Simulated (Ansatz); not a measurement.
The parent structure is MgO in the rock salt structure (space group Fm-3m, No. 225).

```cif
data_Mg4O4
_chemical_formula_sum 'Mg4 O4'
_space_group_name_H-M_alt 'Fm-3m'
_space_group_IT_number 225
_space_group_name_Hall '-F 4 2 3'
_cell_length_a 4.20443
_cell_length_b 4.20443
_cell_length_c 4.20443
_cell_angle_alpha 90.000
_cell_angle_beta 90.000
_cell_angle_gamma 90.000
loop_
_atom_site_label
_atom_site_type_symbol
_atom_site_symmetry_multiplicity
_atom_site_Wyckoff_symbol
_atom_site_fract_x
_atom_site_fract_y
_atom_site_fract_z
_atom_site_occupancy
Mg1 Mg 4 a 0.00000 0.00000 0.00000 1
O1 O 4 b 0.50000 0.50000 0.50000 1
```
(The calculation used a cell of 2 atoms; values per cell refer to that cell.)

Computed with r2SCAN/PAW in Ansatz (a program for electronic structure), scalar-relativistic without spin-orbit coupling.

Strains are applied to the cell and any free atomic positions relax.

One change was made to it. Results:

| quantity | base | after |
|---|---|---|
| energy relative to the base (free energy F) | 0 meV/atom | +43 meV/atom |
| band gap | 5.68 eV | 6.67 eV |
| electron mass | 0.36 mₑ (at Γ) | 0.39 mₑ (at Γ) |

Question: What was done to the base?
A) isotropic strain −1.50 %
B) isotropic strain −2.00 %
C) isotropic strain −2.50 %
D) isotropic strain −3.00 %

Answer: D, isotropic strain −3.00 %. For comparison, the band gap in the other runs: isotropic strain −1.50 % gives 6.16 eV; isotropic strain −2.00 % gives 6.33 eV; isotropic strain −2.50 % gives 6.49 eV.

Effective masses come from finite differences of ±0.01 Å⁻¹. No phonon test of stability was made.
